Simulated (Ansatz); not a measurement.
All values below come from PBE (plane waves to 420 eV, PAW; Ansatz, a first-principles code).

Host crystal: corundum, with a band gap (PBE, scalar-relativistic without spin-orbit coupling).

Electrostatic potential energy of an electron, averaged over planes parallel to the surface, in eV from the highest filled level, for Si on the 1x1 (0001) surface of corundum (cut with top plane Al), one in a 1x1 cell, started at the site 'top O':

(z (Å), V (eV)): (6.02, 3.67); (6.30, 3.67); (6.59, 3.67); (6.88, 3.67); (7.16, 3.67); (7.45, 3.67); (7.73, 3.67); (8.02, 3.66); (8.31, 3.64); (8.59, 3.59); (8.88, 3.47); (9.17, 3.15); (9.45, 2.32); (9.74, 0.39); (10.03, -4.72); (10.31, -9.65); (10.60, -11.83); (10.89, -10.38); (11.17, -6.64); (11.46, -5.39); (11.74, -4.77); (12.03, -5.06); (12.32, -7.63); (12.60, -9.16); (12.89, -8.23); (13.18, -5.31); (13.46, -3.99); (13.75, -4.26); (14.04, -4.29); (14.32, -6.23); (14.61, -9.37); (14.90, -10.37); (15.18, -8.00); (15.47, -4.41); (15.76, -4.02); (16.04, -4.01); (16.33, -4.29); (16.61, -5.79); (16.90, -6.18); (17.19, -5.30); (17.47, -4.53); (17.76, -5.80); (18.05, -7.18); (18.33, -7.01); (18.62, -6.09); (18.91, -3.41); (19.19, 0.13); (19.48, 2.28); (19.77, 3.34); (20.05, 3.85); (20.34, 4.09); (20.62, 4.20); (20.91, 4.25); (21.20, 4.28); (21.48, 4.29); (21.77, 4.29); (22.06, 4.29); (22.34, 4.29); (22.63, 4.29)

Model: 21-atom slab, 6.7 Å thick at the start under the adsorbate (thin: gaps and levels are the slab's own), 6x6x1 mesh, Fermi-Dirac 0.01 eV, dipole correction, 9 atoms held, the rest relaxed; no symmetry held; spin-polarised, no spin-orbit, no U, no dispersion correction. The starting moment vanished. At the end it is bonded to 2 Al + 2 O. In PBE it is, or lies within 0.03 eV of, the lowest of the starts that converged.

Problem. The surface cell has an area of 20.03 Å². What dipole along the normal does the step between the two vacuum levels imply?

Solution. the top vacuum level lies 0.62 eV above the bottom one; p = −ε₀ A ΔV (ε₀ = 0.005526 e/(V·Å)) gives -0.07 e·Å a cell.
